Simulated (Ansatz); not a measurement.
**Pressure series in ZrO2**

Base system: ZrO2 (space group P4_2/nmc, No. 137).

```
CELL_PARAMETERS angstrom
      3.62082     0.00000     0.00000
      0.00000     3.62082     0.00000
      0.00000     0.00000     5.28425
ATOMIC_POSITIONS crystal
  Zr 0.00000 0.00000 0.00000
  Zr 0.50000 0.50000 0.50000
  O  0.00000 0.50000 0.19251
  O  0.00000 0.50000 0.69251
  O  0.50000 0.00000 0.30749
  O  0.50000 0.00000 0.80749
```

Cell and atoms are relaxed at each pressure.

Levels (all Ansatz, an electronic-structure program, PAW, earlier PAW set): PBE (420 eV, no SOC); PBEsol (420 eV, spin-orbit coupling left out).

The base cell above is that of PBE; each level relaxes its own structures.

```
case               lattice parameter a, PBE  lattice parameter a, PBEsol
-----------------  ------------------------  ---------------------------
pressure −2 GPa                    363.2 pm                     359.5 pm
pressure −1 GPa                    362.6 pm                     358.9 pm
pressure 0.9 GPa                   361.6 pm                     358.0 pm
pressure 2.1 GPa                   361.0 pm                     357.4 pm
pressure 4.5 GPa                   359.8 pm                     356.3 pm
pressure 9 GPa                     357.7 pm                     354.4 pm
pressure 15 GPa                    355.1 pm                     352.0 pm
pressure 22.5 GPa                  352.2 pm                     349.3 pm
pressure 30 GPa                    349.6 pm                     346.8 pm
```

PBE lies above PBEsol in every row, by 2.8 pm to 3.7 pm. They put the cases in the same order.

Load acts through the strain it causes; cell and atoms are relaxed under it. Stability against distortions was not tested. Competing high-pressure phases were not computed. This is not the structure that ZrO2 has at room temperature and ambient pressure.
